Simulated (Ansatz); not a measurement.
# Cohesive energy of Zn (model structure, started from the diamond type, Fd-3m, No. 227, 2 atoms in the cell) at several levels of theory

No measured value is used here.

```csv
level (code),value (eV/atom),cell (Å³/atom)
LDA (Ansatz),1.26,21.39
PBE (Ansatz),0.64,24.66
PBEsol (Ansatz),0.97,22.61
r²SCAN (Ansatz),?,23.01
```

Task: Fill in the missing entries.

Result: 
- r²SCAN (Ansatz, an electronic-structure program), value (eV/atom): 0.90

Free atoms are spin-polarised, in the lowest state found; at levels without +SOC their spin–orbit coupling is left out.  Each level is taken at its own relaxed cell. Cutoffs differ between the levels. Ansatz's density-functional and Hartree–Fock values are scalar-relativistic unless marked +SOC, with PAW data made under PBE.

A model structure was made by putting elements into a prototype or built by hand; it is no filed structure, need not be a known phase, and can be a saddle point held by its symmetry.
